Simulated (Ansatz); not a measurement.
Effect of isotropic strain +1.85 % on FeCo

Consider FeCo in the CsCl type structure (space group Pm-3m, No. 221; a = 2.844 Å; ferromagnetic; relaxed with 0.1 eV smearing).

Now apply this change: every lattice vector is stretched by 1.85 %, atoms relaxed at fixed cell.

Level of theory: Ansatz (a program for electronic structure), PBE, PAW, cutoff 420 eV, no SOC. Settings: 20×20×20 k-points, 0.1 eV Fermi–Dirac smearing.

The space group remains Pm-3m (No. 221) and the shortest interatomic distance rises by 0.046 Å (2.463 Å → 2.509 Å). The energy goes up by 20 meV/atom and the pressure goes from zero to -9.3 GPa. The band gap remains zero and the magnetic state remains ferromagnetic. The largest site moment rises by 0.08 μB (2.79 μB → 2.87 μB).

The magnetic state is the one reached from the starting moments; the real material's order can differ, and small cells can't hold many antiferromagnetic ones. No phonon test of stability was made.
